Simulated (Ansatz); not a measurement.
The starting structures come from a database of crystals and need not be the phases stable at ambient conditions.

 Where the default PAW files enter, the runs use the earlier of Ansatz's two default sets.

The decay constant κ of evanescent states in the gap governs leakage through a thin film.

Data:

```
Li2ZnCl4
1.0
    7.27254     0.00000     0.00000
   -3.63627     6.29820     0.00000
    3.63627     2.09940     5.93800
Li Zn Cl
4 2 8
Cartesian
  5.45440   7.34790   5.19575
  3.63627   4.19880   5.19575
  3.63627   6.29820   2.22675
  1.81813   7.34790   5.19575
  0.00000   4.19880   2.96900
  3.63627   2.09940   1.48450
  5.50211   1.02216   0.72277
  1.86584   5.27605   3.73073
  3.63627   4.25389   0.72277
  0.00000   4.19880   0.68382
  3.63627   2.09940   3.76968
  7.27254   2.04431   3.73073
  1.77043   1.02216   0.72277
  5.40669   5.27605   3.73073
```

Space group of this cell: Fd-3m, spinel. The cell is taken as given.

Transport runs along the normal of the first two printed cell vectors, the (111) plane of the conventional cell.

No gap correction and no spin-orbit coupling; mid-gap values are interpolated between computed energies.

Problem. State the band gap and the smallest decay constant κ at mid-gap according to r2SCAN (Ansatz, an electronic-structure program).

Solution. Gap 4.96 eV on a 6×6×6 mesh; κ = 0.347 1/Å, at the zone centre.
